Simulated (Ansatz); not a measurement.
Consider the energy of the reaction as written. Reaction: 1/3 cell B + 2/3 cell C → cell A. The sign is products less reactants.

Cell A: a slab of Ru (hcp, P6₃/mmc) cut along (0001), 16 atoms, oblique cell of 5.44 × 2.72 Å (12.8 Å²), symmetry Pmm2 within 0.02 Å, 16.1 Å thick under 15 Å of vacuum, in-plane vectors held at the crystal's; planes from bottom to top: F | Ru2 × 7 | F; added, foreign or displaced atoms, above the top plane and below the bottom plane: two times F bound to 1 Ru at 2.09 Å; spin state with PBE: run without spin, k-point mesh 10×20×1.
```yaml
crystal:
  lattice:
    - [5.44387, 0.00000, 0.00000]
    - [1.36097, 2.35727, 0.00000]
    - [0.00000, 0.00000, 31.20890]
  atoms:
    - { symbol: Ru, position: [0.99538, 0.00462, 0.29637] }
    - { symbol: Ru, position: [0.47993, 0.02007, 0.29619] }
    - { symbol: Ru, position: [0.82686, 0.67314, 0.36109] }
    - { symbol: Ru, position: [0.32900, 0.67100, 0.36237] }
    - { symbol: Ru, position: [0.99346, 0.00654, 0.43106] }
    - { symbol: Ru, position: [0.49710, 0.00290, 0.43114] }
    - { symbol: Ru, position: [0.83028, 0.66972, 0.50000] }
    - { symbol: Ru, position: [0.32878, 0.67122, 0.50000] }
    - { symbol: Ru, position: [0.99346, 0.00654, 0.56894] }
    - { symbol: Ru, position: [0.49710, 0.00290, 0.56886] }
    - { symbol: Ru, position: [0.82686, 0.67314, 0.63891] }
    - { symbol: Ru, position: [0.32900, 0.67100, 0.63763] }
    - { symbol: Ru, position: [0.99538, 0.00462, 0.70363] }
    - { symbol: Ru, position: [0.47993, 0.02007, 0.70381] }
    - { symbol: F, position: [0.21540, 0.28460, 0.75745] }
    - { symbol: F, position: [0.21540, 0.28460, 0.24255] }
```

Cell B: a slab of Ru (hcp, P6₃/mmc) cut along (0001), 30 atoms, hexagonal cell of 5.44 Å (25.7 Å²), symmetry P-6m2 within 0.02 Å, 16.1 Å thick under 15 Å of vacuum, in-plane vectors held at the crystal's; planes from bottom to top: F | Ru4 × 7 | F; added, foreign or displaced atoms, above the top plane and below the bottom plane: two times F bound to 3 Ru at 2.28 Å; spin state with PBE: run without spin, k-point mesh 10×10×1.
```xyz
30
Lattice="5.4439 0.0000 0.0000 2.7219 4.7145 0.0000 0.0000 0.0000 31.2089" Properties=species:S:1:pos:R:3 pbc="T T T"
Ru     0.0324     0.0187     9.2377
Ru     2.6896     0.0187     9.2377
Ru     1.3610     2.3199     9.2377
Ru     4.0829     2.3573     9.2592
Ru     5.4375     1.5752    11.3057
Ru     2.7283     1.5752    11.3057
Ru     6.8048     3.9288    11.2458
Ru     4.0829     3.9214    11.3057
Ru    -0.0060    -0.0034    13.4525
Ru     2.7279    -0.0034    13.4525
Ru     1.3610     2.3641    13.4525
Ru     4.0829     2.3573    13.4568
Ru     5.4484     1.5689    15.6045
Ru     2.7174     1.5689    15.6045
Ru     6.8048     3.9288    15.6045
Ru     4.0829     3.9340    15.6045
Ru    -0.0060    -0.0034    17.7564
Ru     2.7279    -0.0034    17.7564
Ru     1.3610     2.3641    17.7564
Ru     4.0829     2.3573    17.7521
Ru     5.4375     1.5752    19.9032
Ru     2.7283     1.5752    19.9032
Ru     6.8048     3.9288    19.9631
Ru     4.0829     3.9214    19.9032
Ru     0.0324     0.0187    21.9712
Ru     2.6896     0.0187    21.9712
Ru     1.3610     2.3199    21.9712
Ru     4.0829     2.3573    21.9497
F      1.3610     0.7858    23.6579
F      1.3610     0.7858     7.5510
```

Cell C: a slab of Ru (hcp, P6₃/mmc) cut along (0001), 9 atoms, hexagonal cell of 2.72 Å (6.4 Å²), symmetry P-6m2 within 0.02 Å, 15.9 Å thick under 15 Å of vacuum, in-plane vectors held at the crystal's; planes from bottom to top: F | Ru × 7 | F; added, foreign or displaced atoms, above the top plane and below the bottom plane: two times F bound to 3 Ru at 2.22 Å; spin state with PBE: run without spin, k-point mesh 20×20×1.
```xyz
9
Lattice="2.7219 0.0000 0.0000 1.3610 2.3573 0.0000 0.0000 0.0000 31.2089" Properties=species:S:1:pos:R:3 pbc="T T T"
Ru     0.0000     0.0000     9.2232
Ru     2.7219     1.5715    11.2805
Ru     0.0000     0.0000    13.4640
Ru     2.7219     1.5715    15.6045
Ru     0.0000     0.0000    17.7449
Ru     2.7219     1.5715    19.9284
Ru     0.0000     0.0000    21.9857
F      1.3610     0.7858    23.5549
F      1.3610     0.7858     7.6540
```

Computed with Ansatz (plane waves, PAW), its default PAW set, cutoff 420 eV, 500 eV for r2SCAN. The structures are at rest with PBE, within the held lattices; other levels are single points on them. Neutral cells; Fermi-Dirac smearing of at most 0.10 eV in the solids, energies taken to zero width. The lattices are those relaxed with PBE, so at other levels the solids can be strained, which adds to the spread. Larger cells are relaxed from a start prepared with the learned potential CHGNet till forces fall under 0.03 eV/Å, which some starts already meet. A dispersion term (D3(BJ), or D4 for r2SCAN) was computed beside these levels and is taken off wherever the name lacks it. Nuclei at rest; no vibrational terms. Cells are local rest points, mostly with their start's symmetry. No Hubbard U is applied. No correction for cell size. Cell A has symmetry Pmm2 within 0.02 Å and got no random move, so less symmetric positions, which may lie lower, weren't tried. Cell B has symmetry P-6m2 within 0.02 Å and got no random move, so less symmetric positions, which may lie lower, weren't tried. Cell C has symmetry P-6m2 within 0.02 Å and got no random move, so less symmetric positions, which may lie lower, weren't tried.

Problem. Estimate the value that PBE returns for this input.

Solution. -0.44 eV, for 1/3 cell B + 2/3 cell C → cell A.

Problem. List the value at the remaining levels and say how far they part.

Solution. 
```
Method  value (eV)  less PBE
------  ----------  --------
r2SCAN       -0.41      0.03
```

The levels shown span only 0.03 eV, too little to tell them apart.

Ansatz is a quantum-chemistry and plane-wave program.
